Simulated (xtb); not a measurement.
xtb 6.7.1, GFN1-xTB: COc1cc2cc3sc(/C=C/c4c5ccccc5c(C(C)(C)C)c5ccccc45)cc3cc2s1, 60 atoms. The geometry is a generated start, not checked to be a minimum at this level.

| Item | Result |
|---|---|
| method | GFN1-xTB |
| --acc | 1 (default) |
| --etemp (K) | 300 (default) |
| detailed input (--input) | none: ANC optimiser, Lindh (1995) Hessian, microcycle=20, maxdispl=1.0, hlow=0.01 (default) |
| basis functions | 200 |
| valence electrons | 168 |

The structure is relaxed from this start with --opt LEVEL for the levels crude, sloppy, loose, lax, normal, tight, vtight, extreme, once each. Up to the end of the extreme run atoms move by at most 1.2 Å along an axis.

Question: Which level is enough to come within 1 meV of the tightest end point?

Answer: tight: 96 cycles against 127, ending 0.40 meV above.

| level | cycles | energy above the extreme run (meV) | gradient norm (eV/Å) |
|---|---|---|---|
| crude | 4 | 47 | 0.33 |
| sloppy | 6 | 40 | 0.15 |
| loose | 8 | 38 | 0.11 |
| lax | 9 | 38 | 0.049 |
| normal | 13 | 37 | 0.031 |
| tight | 96 | 0.40 | 0.026 |
| vtight | 115 | 0.016 | 0.0023 |
| extreme | 127 | — | 0.0013 |
